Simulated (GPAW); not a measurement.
## Worked example: self-consistent single point of Cu3Sn (Fm-3m, 4 atoms in the cell) in GPAW

Level of theory: PBEsol, GPAW PAW datasets PBEsol (made by gpaw-setup) (plane waves; GPAW 25.7.0).

Input:

```python
from ase import Atoms
from ase.units import GPa
from gpaw import GPAW

atoms = Atoms(['Cu', 'Cu', 'Cu', 'Sn'],
              cell=[[0.000000, 3.100290, 3.100290],
                    [3.100290, 0.000000, 3.100290],
                    [3.100290, 3.100290, 0.000000]],
              positions=[[3.100290, 3.100290, 3.100290],
                         [4.650435, 4.650435, 4.650435],
                         [1.550145, 1.550145, 1.550145],
                         [0.000000, 0.000000, 0.000000]],
              pbc=True)

calc = GPAW(mode={'name': 'pw', 'ecut': 800},
            xc='PBEsol',
            kpts=(9, 9, 9),
            occupations={'name': 'fermi-dirac', 'width': 0.1},
            nbands=-8,
            convergence={'density': 1e-05},
            symmetry={'symmorphic': False, 'tolerance': 0.0005},
            maxiter=120)

atoms.calc = calc

energy = atoms.get_potential_energy()
print('Energy (eV):', round(energy, 6))
forces = atoms.get_forces()
print('Forces (eV/Ang):')
print(forces.round(5))
stress = atoms.get_stress()
print('Stress (GPa, Voigt):', (stress / GPa).round(4))
```

Output (repeated stretches shortened):

```
Input parameters:
  convergence: {density: 1e-05}
  kpts: [9 9 9]
  maxiter: 120
  mode: {ecut: 800,
         name: pw}
  nbands: -8
  occupations: {name: fermi-dirac,
                width: 0.1}
  symmetry: {symmorphic: False,
             tolerance: 0.0005}
  xc: PBEsol

species:
  Cu:
    name: Copper
    Z: 29.0
    valence: 11
    core: 18
    charge: 0.0
    file: Cu.PBEsol.gz

    # Using partial waves for Cu as LCAO basis

  Sn:
    name: Tin
    Z: 50.0
    valence: 14
    core: 36
    charge: 0.0
    file: Sn.PBEsol.gz

    # Using partial waves for Sn as LCAO basis

Reference energy: -302889.344816  # eV

Spin-paired calculation

Convergence criteria:
 Maximum [total energy] change in last 3 cyles: 0.0005 eV / valence electron
 Maximum integral of absolute [dens]ity change: 1e-05 electrons / valence electron
 Maximum integral of absolute [eigenst]ate change: 4e-08 eV^2 / valence electron
 Maximum number of scf [iter]ations: 120

Symmetries present (total): 48
Symmetries with fractional translations: 0
729 k-points: 9 x 9 x 9 Monkhorst-Pack grid
35 k-points in the irreducible part of the Brillouin zone
       k-points in crystal coordinates                weights
   0:     0.00000000    0.00000000    0.00000000          1/729
   1:     0.11111111    0.11111111    0.00000000          6/729
   2:     0.11111111    0.11111111    0.11111111          8/729
   [... 7 lines left out ...]
          ...
  34:     0.44444444    0.44444444    0.44444444          8/729

Wave functions: Plane wave expansion
  Cutoff energy: 800.000 eV
  Number of coefficients (min, max): 3038, 3119
  Pulay-stress correction: 0.000000 eV/Ang^3 (de/decut=0.000000)

Occupation numbers: Fermi-Dirac:
  width: 0.1000  # eV

Eigensolver

Densities:
  Coarse grid: 30*30*30 grid
  Fine grid: 60*60*60 grid
  Total Charge: 0.000000

Density mixing:
  Method: separate
  Backend: pulay
  Linear mixing parameter: 0.05
  old densities: 5
  Damping of long wavelength oscillations: 50

Hamiltonian:
  XC and Coulomb potentials evaluated on a 60*60*60 grid
  External potential:
    NoExternalPotential

XC parameters: PBEsol with 2 nearest neighbor stencil

Number of atoms: 4
Number of atomic orbitals: 36
Number of bands in calculation: 31
Number of valence electrons: 47
Bands to converge: occupied

Density initialized from atomic densities
  31 bands from LCAO basis set

Atomic positions and initial magnetic moments

Positions:
   0 Cu     3.100290    3.100290    3.100290    ( 0.0000,  0.0000,  0.0000)
   1 Cu     4.650435    4.650435    4.650435    ( 0.0000,  0.0000,  0.0000)
   2 Cu     1.550145    1.550145    1.550145    ( 0.0000,  0.0000,  0.0000)
   3 Sn     0.000000    0.000000    0.000000    ( 0.0000,  0.0000,  0.0000)

Unit cell:
           periodic     x           y           z      points  spacing
  1. axis:    yes    0.000000    3.100290    3.100290    30     0.1193
  2. axis:    yes    3.100290    0.000000    3.100290    30     0.1193
  3. axis:    yes    3.100290    3.100290    0.000000    30     0.1193

  Lengths:   4.384472   4.384472   4.384472
  Angles:   60.000000  60.000000  60.000000

Effective grid spacing dv^(1/3) = 0.1302

     iter     time        total  log10-change:
                         energy   eigst   dens
iter:   1 --:--:--   -20.084512
iter:   2 --:--:--   -18.798173   -1.64  -1.27
iter:   3 --:--:--   -17.252963   -0.64  -1.34
iter:   4 --:--:--   -17.129783   -2.17  -1.76
iter:   5 --:--:--   -17.271937   -1.89  -1.73
iter:   6 --:--:--   -17.238931   -1.25  -1.98
iter:   7 --:--:--   -17.151821   -3.13  -1.96
iter:   8 --:--:--   -17.056580   -2.17  -2.11
iter:   9 --:--:--   -17.056477   -3.70  -3.16
iter:  10 --:--:--   -17.056284c  -4.85  -3.37
iter:  11 --:--:--   -17.056985c  -3.93  -3.31
iter:  12 --:--:--   -17.054736c  -4.10  -2.93
iter:  13 --:--:--   -17.058480c  -3.82  -3.35
iter:  14 --:--:--   -17.054415c  -3.64  -2.81
iter:  15 --:--:--   -17.054356c  -4.98  -3.55
   [... 4 lines left out ...]
iter:  20 --:--:--   -17.054355c  -7.17  -4.31
iter:  21 --:--:--   -17.054331c  -5.93  -4.42
iter:  22 --:--:--   -17.054331c  -6.89  -4.42
iter:  23 --:--:--   -17.054330c  -7.25  -4.50
iter:  24 --:--:--   -17.054324c  -7.08  -4.59
iter:  25 --:--:--   -17.054324c  -7.78c -4.85
iter:  26 --:--:--   -17.054323c  -8.64c -4.89
iter:  27 --:--:--   -17.054323c  -7.41c -5.00c

Converged after 27 iterations.

Dipole moment: (-0.000000, -0.000000, -0.000000) |e|*Ang

Energy contributions relative to reference atoms: (reference = -302889.344816)

Kinetic:        -38.124488
Potential:      +30.968140
External:        +0.000000
XC:             -10.063877
Entropy (-ST):   -0.025957
Local:           +0.178880
SIC:             +0.000000
--------------------------
Free energy:    -17.067301
Extrapolated:   -17.054323

Showing only first 2 kpts
 Kpt  Band  Eigenvalues  Occupancy
  0    21      9.69405    0.00001
  0    22     10.59140    0.00000
  0    23     10.59140    0.00000
  0    24     10.59140    0.00000

  1    21      8.94198    0.01008
  1    22      9.56381    0.00002
  1    23      9.56381    0.00002
  1    24     10.82753    0.00000

Fermi level: 8.41346

No gap
No difference between direct/indirect transitions
Energy (eV): -17.054323

Forces in eV/Ang:
  0 Cu   -0.00000   -0.00000   -0.00000
  1 Cu   -0.00000    0.00000    0.00000
  2 Cu    0.00000    0.00000   -0.00000
  3 Sn    0.00000    0.00000    0.00000

Stress tensor:
     0.047299    -0.000000    -0.000000
    -0.000000     0.047299    -0.000000
    -0.000000    -0.000000     0.047299
Stress (GPa, Voigt): [ 7.5781  7.5781  7.5781 -0.     -0.     -0.    ]
```

The run converged in 27 iterations. GPAW prints stress with tension positive.

The starting cell comes from a database of computed structures (which also holds hypothetical and non-ambient phases and stackings), without a prior relaxation at this level. Its lattice was rescaled by a random factor within 2.5 % of one. Spin polarisation is off. With a pressure of about -8 GPa the cell is away from its equilibrium volume at this level.

Cost on one core of a shared machine: roughly 4 min.
